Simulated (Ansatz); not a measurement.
Structures of equal composition on the (111) surface of fcc Rh: a layer of Cr in place of the second plane; a layer of Cr in place of the third plane. The slabs share one bottom face, and each structure is named by its start. These are constructed structures in small cells; real faces may alloy, dewet or reconstruct in larger ones, and not all known structures of the face are among them. Slabs of about 11 Å, Fermi-Dirac smearing of 0.1 eV. Bottom of the slabs: a bare face, its two planes held. Relaxed from the named starts with such symmetry as they have, on meshes of like density; energies extrapolated to zero smearing; spin only where a row says so; no spin-orbit coupling, no U. Brackets mark spin-polarised runs, whose order is one that fits the cell.

Calculation: PBE (plane waves to 420 eV, PAW; Ansatz, a first-principles code).

Order them by energy per 1x1 cell (lowest first) at the level PBE.

a layer of Cr in place of the second plane (0.000 eV [spin start, no net moment]), a layer of Cr in place of the third plane (0.405 eV [spin start, no net moment])
